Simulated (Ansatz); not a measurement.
Start from GaSb in the zinc blende structure (space group F-43m, No. 216; a = 6.132 Å). Axes: x, y, z lie along the cube axes.

Computed with DFT with r2SCAN, PAW potentials and a 500 eV plane-wave cutoff in Ansatz (a first-principles code), no spin-orbit coupling.

For the base:

The band gap is 0.41 eV. The valence-band top at Γ comes out as 0.00, 0.00, 0.00 eV. The shortest interatomic distance is 2.655 Å.

The change: tensor shear ε_xy = +0.86 % (engineering shear γ = 0.0172), atoms relaxed at fixed cell.

### Question
Estimate the effect on the band gap, energy relative to the base, stress, valence-band top at Γ and shortest interatomic distance.

### Answer
The band gap drops by 0.07 eV to 0.34 eV; the energy rises by 1.2 meV/atom; the stress (xx, yy, zz, yz, xz, xy; compression positive) amounts to (0.02, 0.02, 0.01, 0.00, 0.00, -0.75) GPa; the valence-band top at Γ (three highest levels, from the VBM) changes from 0.00, 0.00, 0.00 eV to 0.00, -0.08, -0.13 eV; the shortest interatomic distance shrinks by 0.0068 Å to 2.649 Å.

Spin-orbit coupling, missing from the scalar runs, can matter with Sb. The cells carry an imposed strain or load. Stability against distortions was not tested.
